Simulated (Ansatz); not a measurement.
## MoTe2 in the 2H-MoS2 type structure (space group P6_3/mmc, No. 194; layered, stacked along the Cartesian z axis)

```xyz
6
Lattice="3.4340 0.0000 0.0000 -1.7170 2.9739 0.0000 0.0000 0.0000 13.3303" Properties=species:S:1:pos:R:3 pbc="T T T"
Mo     0.0000     1.9826     9.9978
Mo     1.7170     0.9913     3.3326
Te     0.0000     1.9826     1.5169
Te     1.7170     0.9913     8.1821
Te     1.7170     0.9913    11.8134
Te     0.0000     1.9826     5.1482
```

Calculations: PBEsol-D3(BJ) (Ansatz, a program for electronic structure; PAW; 420 eV plane waves; spin-orbit coupling left out). Γ-centred 11×11×3 mesh, Fermi–Dirac width 0.05 eV.

```json
{
 "volume_per_atom": "22.69 Å³",
 "density": "8.57 g/cm³",
 "band_gap": "0.33 eV, indirect, K–Γ (81 % along) → K–Γ (44 % along)",
 "total_energy": "-6234.332 eV/atom (σ→0; compares only within this code and set-up)"
}
```

Spin-orbit coupling, missing from the scalar runs, can matter with Te. Whether these cells are dynamically stable was not tested. The D3 term's C6 switches between coordination references near this geometry, which can add small steps to energies.
